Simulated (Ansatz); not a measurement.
Base system: Cl (space group Fmmm, No. 69; a hypothetical phase, not in the database extracts checked).

```yaml
crystal:
  lattice:
    - [0.00000, 1.87112, 6.95822]
    - [1.80186, 0.00000, 6.95822]
    - [1.80186, 1.87112, 0.00000]
  atoms:
    - { symbol: Cl, position: [0.13198, 0.13198, 0.86802] }
    - { symbol: Cl, position: [0.86802, 0.86802, 0.13198] }
```

Method: Ansatz (a program for electronic structure), r2SCAN+rVV10, PAW, cutoff 500 eV, no spin-orbit coupling.

Before the change:

* **Volume per atom**: 23.46 Å³

Modification: a hydrostatic pressure of 15 GPa.

Q: What does the calculation give for the volume per atom after the change?

A: The volume per atom shrinks by 5.79 Å³, from 23.46 Å³ to 17.67 Å³.

Load acts through the strain it causes; cell and atoms are relaxed under it. No phonon test of stability was made. No other phases were tried under pressure. The base started in Cmce and relaxed to Fmmm at this level.
